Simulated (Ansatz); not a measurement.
Worked example: self-consistent single point of BaSn3Au (I4mm, 5 atoms in the cell) in Ansatz (a quantum-chemistry and plane-wave program)

Computed with LDA (PW92), default PAW files made with PBE (plane waves; Ansatz).

The input file:

Ansatz 0.2 input:
```yaml
crystal:
  lattice:
    - [-2.522529, 2.522529, 5.577278]
    - [2.522529, -2.522529, 5.577278]
    - [2.522529, 2.522529, -5.577278]
  atoms:
    - { symbol: Ba, position_ang: [0.000000, -0.000000, 0.053118] }
    - { symbol: Sn, position_ang: [0.000000, -0.000000, 6.707123] }
    - { symbol: Sn, position_ang: [-0.000000, 2.522529, 2.783619] }
    - { symbol: Sn, position_ang: [2.522529, 0.000000, 2.783619] }
    - { symbol: Au, position_ang: [-0.000000, 0.000000, 3.984742] }
basis:
  ecutwfc: 30.9 Ry
kpoints:
  mp_grid:
    grid: [7, 7, 7]
hamiltonian:
  xc: lda
  pseudopotentials:
    kind: paw
scf:
  occupations:
    method: fermi_dirac
    width: 0.0073 Ry
output:
  forces: true
  eigenvalues: true
  stress: true
```

The program printed (abridged):

```
WARN ansatz: RAYON_NUM_THREADS=1 ignored (pool sized by the plan → 1); use --threads N
Pseudopotentials: kind: paw
Pseudopotential: Ba, paw, valence charge 10
Pseudopotential: Sn, paw, valence charge 14
Pseudopotential: Au, paw, valence charge 19
Crystal: 5 atoms, lattice volume = 141.956 Å³
Basis set: ecut = 420.4159175005146 eV, 2799 PW (Γ)
Bands: 43, of which v1, the nominal top of the filled ones, is band 36 counted from 1 (35 counted from 0)
Symmetry: 8 space group operations
Space group: I4mm (ITA 107), of the structure as read, at distance tolerance 5.2e-5 Å
k-points: 40 of 343 (time reversal used)
PAW frozen core: Ba, regenerated for the run's functional, and the local potential with it
PAW frozen core: Sn, regenerated for the run's functional, and the local potential with it
PAW frozen core: Au, regenerated for the run's functional, and the local potential with it
Initial density: superposition of atomic densities (neutral atoms: chi_scale 0, normalization atom), corrected by the library's trained network
Initial wavefunctions: pseudopotential atomic-orbital guess
Eigensolver: davidson
Functional: x = slater, c = lda
SCF iter   1: F=—  HF=-36286.035981 eV  |F-HF|=—  |Δ(HF+E_count)|=         —  Δρ=5.72e-3  dr2=2.77e-2  ethr=1.77e-3  ⟨swp⟩=9.3  Hψ=8000  notcnv=0
all-band conjugate gradients solve this SCF's bands
preconditioner: auto → Kerker (q_TF=auto, 2.431 Å⁻¹)
SCF iter   2: F=—  HF=-36286.027103 eV  |F-HF|=—  |Δ(HF+E_count)|=   8.88e-3  Δρ=2.73e-3  dr2=8.41e-3  ethr=3.90e-5  ⟨swp⟩=2.0  Hψ=2983  notcnv=0
SCF iter   3: F=—  HF=-36286.024648 eV  |F-HF|=—  |Δ(HF+E_count)|=   2.45e-3  Δρ=6.76e-4  dr2=1.46e-3  ethr=1.18e-5  ⟨swp⟩=2.9  Hψ=3088  notcnv=0
SCF iter   4: F=—  HF=-36286.024295 eV  |F-HF|=—  |Δ(HF+E_count)|=   3.53e-4  Δρ=3.57e-4  dr2=2.49e-4  ethr=2.06e-6  ⟨swp⟩=2.0  Hψ=2885  notcnv=0
SCF iter   5: F=—  HF=-36286.024225 eV  |F-HF|=—  |Δ(HF+E_count)|=   7.00e-5  Δρ=1.06e-4  dr2=2.79e-5  ethr=3.50e-7  ⟨swp⟩=2.0  Hψ=3123  notcnv=0
SCF iter   6: F=—  HF=-36286.024152 eV  |F-HF|=—  |Δ(HF+E_count)|=   7.35e-5  Δρ=2.48e-5  dr2=2.20e-6  ethr=3.93e-8  ⟨swp⟩=2.0  Hψ=3094  notcnv=0
SCF iter   7: F=—  HF=-36286.024151 eV  |F-HF|=—  |Δ(HF+E_count)|=   3.96e-7  Δρ=8.54e-6  dr2=1.89e-7  ethr=3.10e-9  ⟨swp⟩=2.0  Hψ=2440  notcnv=0
SCF iter   8: F=-36286.024151 eV  HF=-36286.024151 eV  |F-HF|=6.34e-9  |Δ(HF+E_count)|=   4.18e-8  Δρ=2.50e-6  dr2=1.31e-8  ethr=1.41e-10  ⟨swp⟩=8.1  Hψ=9006  notcnv=0
SCF 1 converged in 8 iterations: F = -36286.024151 eV  dr2 = 1.31e-8
SCF converged after 8 iterations
Free energy (F): -36286.024151 eV
Harris-Foulkes:  -36286.024151 eV  (|F-HF|=6.34e-9)
Internal energy: -36285.972459 eV  (E = F + TS)
E sigma→0 (E₀):  -36285.998305 eV
Entropy (-TS):   -0.051692 eV (-10.338 meV/atom)
Fermi energy:    11.224521 eV
--- Per-component energies (eV) ---
  E_band       = -656.274926
  E_kinetic    = 1338.499709
  E_local      = -6195.838214  (includes V_loc(G=0)·N_el)
  E_nonlocal   = 55.234447
  E_hartree    = 3163.442405
  E_xc         = -1532.048582
  E_vxc        = -708.660399  (∫ρ·V_xc dr)
  E_paw        = -26466.119408  (= ΣΔE_a)
  E_vpaw       = -1472.400583  (= ΣTr[D̂ρ^β])
  E_aug_tail   = 0.001284  (compensation charges beyond the density's cutoff)
  E_ewald      = -6651.224027
  E_core_change = 2.079928  (= ΣΔE_core)
  E_smearing   = -0.051692  (= −TS)
  E_closure    = -0.000000  (closes the sum)
  Σ components = -36286.024151   (vs F -36286.024151, Δ=0.00e0)
--- Forces (eV/Å), atoms counted from 1 ---
  atom   1  Ba    -0.00000000    -0.00000000    -0.06535166
  atom   2  Sn    -0.00000000     0.00000000    -0.09602492
  atom   3  Sn     0.00000000    -0.00000000     0.09917205
  atom   4  Sn     0.00000000    -0.00000000     0.09917205
  atom   5  Au     0.00000000    -0.00000000    -0.03702130
  max |Σ_I F_I| component: 5.38e-5 eV/Å
--- Stress (GPa, compression-positive) ---
       -2.769665       0.000000      -0.000000
        0.000000      -2.769665       0.000000
       -0.000000       0.000000      -3.125488
  P = ⅓ Tr σ = -2.8883 GPa (-28.883 kbar)
  The stress holds the Pulay correction. Without it, at fixed plane waves, as pw.x and ABINIT print it: P = -2.9144 GPa
--- Band table (eV; the first three rows and the last of 40) ---
  k-point 0: bands = ["-95.2056", "-46.5107", "-46.4987", "-46.4987", "-17.1510", "-10.2479", "-10.2357", "-10.2357", "-10.2265", "-10.2162", "-10.1566", "-10.1018", "-10.1018", "-10.0874", "-10.0781", "-10.0727", "-10.0521", "-10.0170", "-10.0022", [...]
  k-point 1: bands = ["-95.2056", "-46.5107", "-46.4987", "-46.4987", "-17.1497", "-10.2588", "-10.2432", "-10.2320", "-10.2213", "-10.1924", "-10.1514", "-10.1168", "-10.1028", "-10.0896", "-10.0787", "-10.0708", "-10.0614", "-10.0250", "-10.0009", [...]
  k-point 2: bands = ["-95.2056", "-46.5107", "-46.4987", "-46.4987", "-17.1469", "-10.2664", "-10.2546", "-10.2386", "-10.2012", "-10.1695", "-10.1418", "-10.1282", "-10.1279", "-10.0993", "-10.0749", "-10.0690", "-10.0604", "-10.0243", "-10.0048", [...]
  k-point 39: bands = ["-95.2056", "-46.5107", "-46.4987", "-46.4987", "-17.1498", "-10.2543", "-10.2443", "-10.2324", "-10.2208", "-10.2067", "-10.1476", "-10.1086", "-10.1046", "-10.0848", "-10.0818", "-10.0718", "-10.0592", "-10.0227", "-9.9995", [...]
```

The run converged in 8 iterations.

The starting cell comes from a database of computed structures (which also holds hypothetical and non-ambient phases and stackings), without a prior relaxation at this level. Its lattice was rescaled by up to half a per cent. One atom was moved a little off its site on purpose. Spin-orbit coupling is off. Ansatz's pressure includes its estimate of the finite-basis (Pulay) stress.
